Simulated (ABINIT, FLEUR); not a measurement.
An ABINIT input for a self-consistent single point of PtAl₂ (Fm-3m, 3 atoms in the cell) (DFT, PBE, plane waves, norm-conserving pseudopotentials (PseudoDojo nc-sr-05 PBE standard)):

```
# PtAl2, PseudoDojo nc-sr-05 PBE standard
pp_dirpath "./"
pseudos "Al.upf, Pt.upf"
acell 7.5952738953 7.5952738953 7.5952738953
rprim
        -0.0000000000    0.7071067812    0.7071067812
         0.7071067812   -0.0000000000    0.7071067812
         0.7071067812    0.7071067812   -0.0000000000
natom 3
ntypat 2
znucl 13 78
typat 1 1 2
xcart
         1.4210180000    1.4210180000    1.4210180000
         4.2630540000    4.2630540000    4.2630540000
         0.0000000000    0.0000000000    0.0000000000
      Angstrom
ecut 42
ixc 11
occopt 3
tsmear 0.1 eV
nband 17
kptopt 1
ngkpt 13 13 13
nshiftk 1
shiftk 0 0 0
nstep 80
tolvrs 1.0e-12
prtwf 0
prtden 0
enunit 1
```

### Question
Translate this input to FLEUR.

### Answer
One input that does it (others would too):

Input of the input generator:

```
PtAl2
&input film=f /
-0.0000000000 5.3706696763 5.3706696763
5.3706696763 -0.0000000000 5.3706696763
5.3706696763 5.3706696763 -0.0000000000
1.0
1.0 1.0 1.0

3
13 0.2500000000 0.2500000000 0.2500000000
13 0.7500000000 0.7500000000 0.7500000000
78 0.0000000000 0.0000000000 0.0000000000

&comp jspins=1 /
&kpt div1=13 div2=13 div3=13 /
&end /
```

```xml
<?xml version="1.0" encoding="UTF-8" standalone="no"?>
<fleurInput fleurInputVersion="0.39">
   <comment>
      PtAl2                                                                                               
   </comment>
   <calculationSetup>
      <cutoffs Kmax="4.7" Gmax="14.1" GmaxXC="14.1" numbands="0"/>
      <scfLoop itmax="60" minDistance="0.00001" maxIterBroyd="15" imix="Anderson" alpha="0.05" precondParam="0.0" spinf="2.0"/>
      <coreElectrons ctail="T" frcor="F" kcrel="0" coretail_lmax="0"/>
      <xcFunctional name="pbe" relativisticCorrections="F"/>
      <magnetism jspins="1"/>
      <soc l_soc="F" theta="0.0" phi="0.0" spav="F"/>
      <expertModes spex="0" secvar="F"/>
      <geometryOptimization l_f="T" forcealpha="1.0" forcemix="BFGS" epsdisp="0.00001" epsforce="0.00001"/>
      <ldaU l_linMix="F" mixParam="0.05" spinf="1.0"/>
   </calculationSetup>
   <cell>
      <bzIntegration valenceElectrons="22.0" mode="hist" fermiSmearingEnergy="0.00367493">
         <kPointListSelection listName="default-1"/>
         <!-- k-points included here -->
         <xi:include xmlns:xi="http://www.w3.org/2001/XInclude" href="kpts.xml"> </xi:include>
      </bzIntegration>
      <!-- symmetry operations included here -->
      <xi:include xmlns:xi="http://www.w3.org/2001/XInclude" href="sym.xml"> </xi:include>
      <bulkLattice scale="1.0">
         <bravaisMatrix>
            <row-1>    0.0000000000000000     5.3706696763000004     5.3706696763000004</row-1>
            <row-2>    5.3706696763000004     0.0000000000000000     5.3706696763000004</row-2>
            <row-3>    5.3706696763000004     5.3706696763000004     0.0000000000000000</row-3>
         </bravaisMatrix>
      </bulkLattice>
   </cell>
   <atomSpecies>
      <species name="Aluminum (Al)" element="Al" atomicNumber="13">
         <mtSphere radius="1.72" gridPoints="605" logIncrement="0.019"/>
         <atomicCutoffs lmax="8" lnonsphr="6"/>
         <electronConfig flipSpins="F">
            <coreConfig>(1s1/2) (2s1/2) (2p1/2) (2p3/2)</coreConfig>
            <valenceConfig>(3s1/2) (3p1/2) (3p3/2)</valenceConfig>
            <stateOccupation state="(3p1/2)" spinUp="0.1666666666667" spinDown="0.1666666666667"/>
            <stateOccupation state="(3p3/2)" spinUp="0.3333333333333" spinDown="0.3333333333333"/>
         </electronConfig>
         <energyParameters s="3" p="3" d="3" f="4"/>
      </species>
      <species name="Platinum (Pt)" element="Pt" atomicNumber="78">
         <mtSphere radius="2.63" gridPoints="925" logIncrement="0.015"/>
         <atomicCutoffs lmax="10" lnonsphr="8"/>
         <electronConfig flipSpins="F">
            <coreConfig>(1s1/2) (2s1/2) (2p1/2) (2p3/2) (3s1/2) (3p1/2) (3p3/2) (4s1/2) (3d3/2) (3d5/2) (4p1/2) (4p3/2) (5s1/2) (4d3/2) (4d5/2) (4f5/2) (4f7/2)</coreConfig>
            <valenceConfig>(5p1/2) (5p3/2) (6s1/2) (5d3/2) (5d5/2)</valenceConfig>
            <stateOccupation state="(6s1/2)" spinUp="0.5" spinDown="0.5"/>
            <stateOccupation state="(5d3/2)" spinUp="1.8" spinDown="1.8"/>
            <stateOccupation state="(5d5/2)" spinUp="2.7" spinDown="2.7"/>
         </electronConfig>
         <energyParameters s="6" p="6" d="5" f="5"/>
         <lo type="SCLO" l="1" n="5" eDeriv="0"/>
      </species>
   </atomSpecies>
   <atomGroups>
      <atomGroup species="Aluminum (Al)">
         <relPos label="                   1">1.000/4.000 1.000/4.000 1.000/4.000</relPos>
         <relPos label="                   2">-1.000/4.000 -1.000/4.000 -1.000/4.000</relPos>
         <force calculate="T" relaxXYZ="TTT"/>
      </atomGroup>
      <atomGroup species="Platinum (Pt)">
         <relPos label="                   3">.0000000000 .0000000000 .0000000000</relPos>
         <force calculate="T" relaxXYZ="TTT"/>
      </atomGroup>
   </atomGroups>
   <output dos="F" band="F" slice="F">
      <checks vchk="F" cdinf="F"/>
      <bandDOS minEnergy="-.5*Htr" maxEnergy="0.5*Htr" sigma="0.015" storeEVData="T"/>
      <vacuumDOS vacdos="F" integ="F" star="F" nstars="0" locx1="0.0" locy1="0.0" locx2="0.0" locy2="0.0" nstm="0" tworkf="0.0"/>
      <unfoldingBand unfoldBand="F" supercellX="1" supercellY="1" supercellZ="1"/>
      <plotting iplot="0" polar="F">
         <plot TwoD="T" vec1="  1.0  0.0  0.0" vec2="  0.0  1.0  0.0" vec3="  0.0  0.0  1.0" zero="  0.0  0.0  0.0" file="plot"/>
      </plotting>
      <chargeDensitySlicing numkpt="0" minEigenval="0.0" maxEigenval="0.0" nnne="0" pallst="F"/>
      <specialOutput eonly="F"/>
      <magneticCircularDichroism mcd="F" energyLo="-10.0" energyUp="0.0"/>
   </output>
  <!-- We include the file relax.xml here to enable relaxations (see documentation) -->
  <xi:include xmlns:xi="http://www.w3.org/2001/XInclude" href="relax.xml"> <xi:fallback/> </xi:include>
</fleurInput>
```

Basis, cutoffs, solver keys and any potentials are the target program's own. This input uses DFT, PBE, all-electron FLAPW (FLEUR), scalar-relativistic valence.

The starting cell has typed, rounded lattice constants, without a prior relaxation at this level. Its lattice was rescaled by a random factor within 2.5 % of one. For this run, on top of that: lattice scaled by 0.98.
